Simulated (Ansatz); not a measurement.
Defect migration in hcp Ru: interstitial N, neutral cell. Level of theory: PBE, PAW (plane waves to 420 eV; Ansatz, an electronic-structure program).

36-site cell at the relaxed PBE lattice, a 3×3×3 k-point mesh shifted by half a step along c, smearing 0.10 eV, spin-restricted, no finite-size correction. No zero-point or tunnelling terms. Sites that were not tried may lie lower.

Barriers: single points on a 4×4×4 k-point mesh shifted by half a step along c at the bands' geometries (they differ from the bands' own by up to 0.06 eV, and are uncertain by about as much).

A. N moves alone to another site; the atom moves 1.62 Å along (0.33, 0.66, -0.10) of the unit cell; the moving atom starts with neighbours 6 Ru at 2.01 Å and ends with Ru at 1.84, 3 Ru at 1.88 Å; saddle order not checked, on a symmetry element.
B. N moves alone to another site; the atom moves 2.14 Å along (0.00, 0.00, -0.50) of the unit cell; the moving atom starts with neighbours 6 Ru at 2.01 Å and ends with 6 Ru at 2.01 Å; saddle order not checked, on a symmetry element.

A band can be held on a symmetry element, so unchecked saddle points there may be too high.

Task: Put the candidates in order of forward barrier, lowest first, for PBE, PAW.

Result: B (0.98 eV), A (1.13 eV)
